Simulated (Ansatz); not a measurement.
Response to strain in BeSe

The reference is BeSe in the zinc blende structure (space group F-43m, No. 216; a = 5.178 Å).

Strains are applied to the cell and any free atomic positions relax.

The values are results of Ansatz (a first-principles code), PBE, PAW, cutoff 420 eV, no spin-orbit coupling, not measurements.

Notes on the quantities. energy relative to the base: free energy F; hole mass: degenerate bands, along [100].

```
variant                   width of the top valence band  energy relative to the base  smallest direct gap                   hole mass  volume per atom
------------------------  -----------------------------  ---------------------------  -------------------  --------------------------  ---------------
base                                            3.20 eV                   0 meV/atom              4.22 eV  0.24, 0.48, 0.48 mₑ (at Γ)         17.35 Å³
isotropic strain −3.00 %                        3.65 eV                 +36 meV/atom              4.88 eV  0.25, 0.43, 0.43 mₑ (at Γ)         15.83 Å³
isotropic strain −2.50 %                        3.57 eV                 +25 meV/atom                  ___  0.25, 0.44, 0.44 mₑ (at Γ)         16.08 Å³
isotropic strain −2.00 %                        3.49 eV                 +16 meV/atom                  ___  0.24, 0.45, 0.45 mₑ (at Γ)         16.33 Å³
isotropic strain −1.00 %                        3.34 eV                +3.8 meV/atom              4.45 eV  0.24, 0.47, 0.47 mₑ (at Γ)         16.83 Å³
isotropic strain −0.50 %                        3.27 eV                +0.9 meV/atom              4.33 eV  0.24, 0.47, 0.47 mₑ (at Γ)         17.09 Å³
isotropic strain +1.00 %                        3.06 eV                +3.5 meV/atom              4.01 eV  0.23, 0.50, 0.50 mₑ (at Γ)         17.88 Å³
isotropic strain +2.00 %                        2.93 eV                 +14 meV/atom              3.80 eV  0.23, 0.52, 0.52 mₑ (at Γ)         18.41 Å³
isotropic strain +2.50 %                        2.87 eV                 +21 meV/atom              3.70 eV  0.23, 0.53, 0.53 mₑ (at Γ)         18.68 Å³
isotropic strain +3.00 %                        2.81 eV                 +30 meV/atom              3.60 eV  0.22, 0.54, 0.54 mₑ (at Γ)         18.96 Å³
```

### Question
Fill in the withheld entries from the trend.

### Answer

- isotropic strain −2.50 %, smallest direct gap: 4.80 eV
- isotropic strain −2.00 %, smallest direct gap: 4.68 eV

Effective masses come from finite differences of ±0.01 Å⁻¹. Stability against distortions was not tested.
